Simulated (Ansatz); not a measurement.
Results of r²SCANh (Ansatz, an electronic-structure program, PAW) for CsCl-type CoAl.

Numerical settings: plane-wave cutoff 520 eV, 10×10×10 k mesh, Fermi–Dirac smearing 0.05 eV, no spin polarisation, scalar-relativistic PAW data made under PBE.

Results at a series of volumes:

```json
[
 {"V (Å³/atom)": "10.525", "E − E_lowest (meV/atom)": "20.52"},
 {"V (Å³/atom)": "10.802", "E − E_lowest (meV/atom)": "5.14"},
 {"V (Å³/atom)": "11.079", "E − E_lowest (meV/atom)": "0.00"},
 {"V (Å³/atom)": "11.299", "E − E_lowest (meV/atom)": "2.37"},
 {"V (Å³/atom)": "11.633", "E − E_lowest (meV/atom)": "15.61"}
]
```

**Question.** Estimate the bulk modulus and its pressure derivative from these points.

**Answer.** V0 = 11.093 Å³/atom, B0 = 207 GPa, B′ = 4.2 (fit to the energies at full precision).

Measured, for comparison: bulk modulus 162 GPa, equilibrium volume per atom 11.71 Å³/atom (room temperature, not corrected to a static lattice; as tabulated in Yamada et al. (2019), arXiv:1910.09660). Computed (rounded) less measured: bulk modulus +28 %, equilibrium volume per atom -5.3 %.

Note: the run has no spin polarisation, so it can have missed a magnetic state.

Static lattice: no zero-point or thermal effects.
